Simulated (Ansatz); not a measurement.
Given:

```xyz
2
Lattice="0.0000 2.7168 2.7168 2.7168 0.0000 2.7168 2.7168 2.7168 0.0000" Properties=species:S:1:pos:R:3 pbc="T T T"
Si     0.0000     0.0000     0.0000
Si     1.3584     1.3584     1.3584
```

Method: r2SCAN with spin-orbit coupling, rigid bands (plane waves, PAW; Ansatz, a quantum-chemistry and plane-wave program). Geometry: cell and atoms relaxed with PBEsol.

### Question
What conductivity effective mass do dilute electrons have at 300 K?

### Answer
0.28 mₑ.

### Question
What conductivity effective mass do dilute holes have at 300 K?

### Answer
0.35 mₑ.

### Question
And the band gap?

### Answer
0.75 eV at this level; semilocal functionals usually fall short of the measured gap.

Rigid bands, one relaxation time for all states, no polarons. Geometry: cell and atoms relaxed with PBEsol.
